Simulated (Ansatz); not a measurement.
**Question.** Name crystals whose band gap lies between 3.5 and 5.4 eV and whose electron conductivity mass lies between 0.3 and 0.47 mₑ, by Ansatz (an electronic-structure program) with PBEsol, rigid bands.

**Answer.** Many crystals can fit; among those computed here:
- NaCl (Fm-3m): 5.01 eV, 0.40 mₑ
- NaH (Fm-3m): 3.61 eV, 0.47 mₑ
- BN (F-43m): 4.30 eV, 0.39 mₑ
- AlN (P6_3mc): 4.10 eV, 0.31 mₑ
- KZnF$_{3}$ (Pm-3m): 3.71 eV, 0.45 mₑ

Masses are for dilute carriers at 300 K, harmonic means over directions unless an axis is named. Spin-orbit coupling is left out.

Formula and space group known from diffraction (Crystallography Open Database), not checked to be the room-temperature form: KZnF3 (Pm-3m).
